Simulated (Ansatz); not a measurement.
Start from TiAl (space group P4/mmm, No. 123; a = 2.8127 Å, c = 4.0616 Å; relaxed with 0.1 eV smearing). Axes: x, y, z lie along a, b, c of the conventional cell.

Computed with r2SCAN (Ansatz, a program for electronic structure; PAW; 500 eV plane waves; no SOC).

Strains are applied to the cell and any free atomic positions relax.

One change was made to it. Results:

```tsv
quantity	base	after
pressure (mean of the normal stresses, compression positive)	0.0 GPa	-2.8 GPa
energy relative to the base (free energy F)	0 meV/atom	+5.7 meV/atom
shortest interatomic distance	2.813 Å	2.813 Å
```

Problem. Which of these changes matches the shifts?
A) uniaxial strain ε_zz = +0.50 %
B) uniaxial strain ε_zz = +1.00 %
C) uniaxial strain ε_zz = +2.50 %
D) uniaxial strain ε_zz = +2.00 %

Solution. C, uniaxial strain ε_zz = +2.50 %. For comparison, the energy relative to the base in the other runs: uniaxial strain ε_zz = +2.00 % gives +3.7 meV/atom; uniaxial strain ε_zz = +0.50 % gives +0.2 meV/atom; uniaxial strain ε_zz = +1.00 % gives +0.9 meV/atom.

Whether these cells are dynamically stable was not tested. All final runs are without spin polarisation.
